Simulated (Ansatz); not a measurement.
AlN (model structure, started from the BN type, Pm-3n, No. 223, 12 atoms in the cell), treated with PBEsol (PAW; Ansatz, a program for electronic structure).

Settings: plane-wave cutoff 520 eV, 6×6×6 k mesh, Fermi–Dirac smearing 0.01 eV, scalar-relativistic PAW data made under PBE.

Cell (relaxed with PBEsol):

```cif
data_Al6N6
_chemical_formula_sum 'Al6 N6'
_space_group_name_H-M_alt 'Pm-3n'
_space_group_IT_number 223
_space_group_name_Hall '-P 4n 2 3'
_cell_length_a 5.34384
_cell_length_b 5.34384
_cell_length_c 5.34384
_cell_angle_alpha 90.000
_cell_angle_beta 90.000
_cell_angle_gamma 90.000
loop_
_atom_site_label
_atom_site_type_symbol
_atom_site_symmetry_multiplicity
_atom_site_Wyckoff_symbol
_atom_site_fract_x
_atom_site_fract_y
_atom_site_fract_z
_atom_site_occupancy
Al1 Al 6 c 0.00000 0.50000 0.25000 1
N1 N 6 d 0.00000 0.25000 0.50000 1
```

Problem. Predict the band gap.

Solution. 
band gap: 2.54 eV (direct)

Note: the relaxation could raise the start's symmetry but not lower it, so the cell can be a saddle point.

The computed numbers hold no vibrational or temperature effects.

A model structure was made by putting elements into a prototype or built by hand; it is no filed structure, need not be a known phase, and can be a saddle point held by its symmetry.
